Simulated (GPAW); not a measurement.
# A self-consistent single point of AlNi (Cmmm, 2 atoms in the cell) with GPAW

Method of the run: LDA (Perdew-Wang 92), GPAW PAW datasets LDA (gpaw-data 1.0.1) (plane waves; GPAW).

Input as run:

```python
from ase import Atoms
from ase.units import GPa
from gpaw import GPAW

atoms = Atoms(['Al', 'Ni'],
              cell=[[1.976887, -1.991668, 0.000000],
                    [1.976887, 1.991668, 0.000000],
                    [0.000000, 0.000000, 3.160489]],
              scaled_positions=[[0.000000, 0.000000, 0.000000],
                                [0.500000, 0.500000, 0.500000]],
              pbc=True)

calc = GPAW(mode={'name': 'pw', 'ecut': 800},
            xc='LDA',
            kpts={'size': (15, 15, 14), 'gamma': True},
            occupations={'name': 'fermi-dirac', 'width': 0.05},
            nbands=-8,
            convergence={'forces': 0.001},
            symmetry={'symmorphic': False, 'tolerance': 0.0005},
            maxiter=100)

atoms.calc = calc

energy = atoms.get_potential_energy()
print('Energy (eV):', round(energy, 6))
forces = atoms.get_forces()
print('Forces (eV/Ang):')
print(forces.round(5))
stress = atoms.get_stress()
print('Stress (GPa, Voigt):', (stress / GPa).round(4))
```

The program printed (abridged):

```
Input parameters:
  convergence: {forces: 0.001}
  kpts: {gamma: True,
         size: (15, 15, 14)}
  maxiter: 100
  mode: {ecut: 800,
         name: pw}
  nbands: -8
  occupations: {name: fermi-dirac,
                width: 0.05}
  symmetry: {symmorphic: False,
             tolerance: 0.0005}

species:
  Al:
    name: Aluminium
    Z: 13.0
    valence: 3
    core: 10
    charge: 0.0
    file: Al.LDA.gz

    # Using partial waves for Al as LCAO basis

  Ni:
    name: Nickel
    Z: 28.0
    valence: 16
    core: 12
    charge: 0.0
    file: Ni.LDA.gz

    # Using partial waves for Ni as LCAO basis

Reference energy: -47879.017177  # eV

Spin-paired calculation

Convergence criteria:
 Maximum [total energy] change in last 3 cyles: 0.0005 eV / valence electron
 Maximum integral of absolute [dens]ity change: 0.0001 electrons / valence electron
 Maximum integral of absolute [eigenst]ate change: 4e-08 eV^2 / valence electron
 Maximum change in the atomic [forces] across last 2 cycles: 0.001 eV/Ang OR
Maximum error relative to the maximum force is below inf
 Maximum number of scf [iter]ations: 100

Symmetries present (total): 8
Symmetries with fractional translations: 0
3150 k-points: 15 x 15 x 14 Monkhorst-Pack grid + [0.000000,0.000000,1/28]
512 k-points in the irreducible part of the Brillouin zone
       k-points in crystal coordinates                weights
   0:     0.00000000    0.00000000    0.00000000          1/3150
   1:     0.00000000    0.00000000    0.07142857          2/3150
   2:     0.00000000    0.00000000    0.14285714          2/3150
   [... 7 lines left out ...]
          ...
 511:     0.46666667    0.46666667    0.50000000          2/3150

Wave functions: Plane wave expansion
  Cutoff energy: 800.000 eV
  Number of coefficients (min, max): 1256, 1303
  Pulay-stress correction: 0.000000 eV/Ang^3 (de/decut=0.000000)

Occupation numbers: Fermi-Dirac:
  width: 0.0500  # eV

Eigensolver

Densities:
  Coarse grid: 20*20*21 grid
  Fine grid: 40*40*42 grid
  Total Charge: 0.000000

Density mixing:
  Method: separate
  Backend: pulay
  Linear mixing parameter: 0.05
  old densities: 5
  Damping of long wavelength oscillations: 50

Hamiltonian:
  XC and Coulomb potentials evaluated on a 40*40*42 grid
  External potential:
    NoExternalPotential

Number of atoms: 2
Number of atomic orbitals: 16
Number of bands in calculation: 17
Number of valence electrons: 19
Bands to converge: occupied

Density initialized from atomic densities
  16 bands from LCAO basis set
  1 band from random numbers

Atomic positions and initial magnetic moments

Positions:
   0 Al     0.000000    0.000000    0.000000    ( 0.0000,  0.0000,  0.0000)
   1 Ni     1.976887    0.000000    1.580245    ( 0.0000,  0.0000,  0.0000)

Unit cell:
           periodic     x           y           z      points  spacing
  1. axis:    yes    1.976887   -1.991668    0.000000    20     0.1403
  2. axis:    yes    1.976887    1.991668    0.000000    20     0.1403
  3. axis:    yes    0.000000    0.000000    3.160489    21     0.1505

  Lengths:   2.806212   2.806212   3.160489
  Angles:   90.000000  90.000000  90.426798

Effective grid spacing dv^(1/3) = 0.1436

     iter     time        total  log10-change:
                         energy   eigst   dens  force
iter:   1 --:--:--   -14.240226
iter:   2 --:--:--   -14.048689   -0.46  -1.42
iter:   3 --:--:--   -13.895996   -1.12  -1.51
iter:   4 --:--:--   -13.904102   -2.10  -1.56
iter:   5 --:--:--   -13.893663   -2.78  -1.82
iter:   6 --:--:--   -13.935010   -2.89  -2.20
iter:   7 --:--:--   -13.897810   -2.80  -2.03
iter:   8 --:--:--   -13.896975   -4.35  -2.84
iter:   9 --:--:--   -13.896840c  -5.23  -3.02
iter:  10 --:--:--   -13.896833c  -6.17  -3.63
iter:  11 --:--:--   -13.896833c  -7.98c -4.39c
iter:  12 --:--:--   -13.896833c  -8.29c -4.41c -23.88c

Converged after 12 iterations.

Dipole moment: (-0.000000, 0.000000, -0.000000) |e|*Ang

Energy contributions relative to reference atoms: (reference = -47879.017177)

Kinetic:         +7.358723
Potential:       -3.464532
External:        +0.000000
XC:             -17.856426
Entropy (-ST):   -0.007649
Local:           +0.069227
SIC:             +0.000000
--------------------------
Free energy:    -13.900657
Extrapolated:   -13.896833

Showing only first 2 kpts
 Kpt  Band  Eigenvalues  Occupancy
  0     7      6.71053    2.00000
  0     8      6.99954    2.00000
  0     9     10.98805    0.00000
  0    10     14.88761    0.00000

  1     7      6.68806    2.00000
  1     8      7.00158    2.00000
  1     9     10.41478    0.00000
  1    10     14.98762    0.00000

Fermi level: 8.24614

No gap
No difference between direct/indirect transitions
Energy (eV): -13.896833

Forces in eV/Ang:
  0 Al    0.00000    0.00000    0.00000
  1 Ni    0.00000    0.00000    0.00000

Stress tensor:
     0.063449     0.000000     0.000000
     0.000000     0.071531     0.000000
     0.000000     0.000000     0.104215
Stress (GPa, Voigt): [10.1657 11.4605 16.6971  0.      0.      0.    ]
```

The run converged in 12 iterations. GPAW prints stress with tension positive.

The starting cell comes from a database of computed structures (which also holds hypothetical and non-ambient phases and stackings), without a prior relaxation at this level. Its lattice was rescaled by a random factor within 2.5 % of one. Spin polarisation is off. With a pressure of about -13 GPa the cell is away from its equilibrium volume at this level.

Cost on one core of a shared machine: roughly 6 min.
